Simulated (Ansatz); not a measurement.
The structure below was relaxed with PBEsol (Ansatz, an electronic-structure program; PAW; 420 eV plane waves; no spin-orbit coupling), at pressure −1 GPa.

```
MoSi2
1.0
   -1.59773     1.59773     3.91556
    1.59773    -1.59773     3.91556
    1.59773     1.59773    -3.91556
Mo Si
1 2
Cartesian
  0.00000   0.00000   0.00000
  0.00000   0.00000   2.62448
  0.00000   0.00000   5.20664
```

**Question.** Find the space group and the Wyckoff positions.

**Answer.** Space group I4/mmm (No. 139); a = 3.195 Å, b = 3.195 Å, c = 7.831 Å, α = 90.00°, β = 90.00°, γ = 90.00°

```tsv
atom	site	symmetry	x	y	z
Mo	2a	4/mmm	0.0000	0.0000	0.0000
Si	4e	4mm	0.0000	0.0000	0.3351
```

**Question.** Describe the coordination.

**Answer.** The crystal has 6 atoms in its conventional cell. Conventional cell: a = b = 3.195 Å, c = 7.831 Å, α = β = γ = 90.00°. Mo is surrounded by 10 Si at 2.602–2.624 Å and 4 Mo at 3.195 Å. Si sees 5 Si at 2.582–2.624 Å and 5 Mo at 2.602–2.624 Å. (Neighbours: up to the widest gap in distance over summed covalent radii, below 1.35, at either atom; cation-cation and far metal-metal contacts left out.)

Load acts through the strain it causes; cell and atoms are relaxed under it. Stability against distortions was not tested. All final runs are without spin polarisation. The cell was made from MoSi2 (space group I4/mmm, No. 139) by this change: pressure −1 GPa.
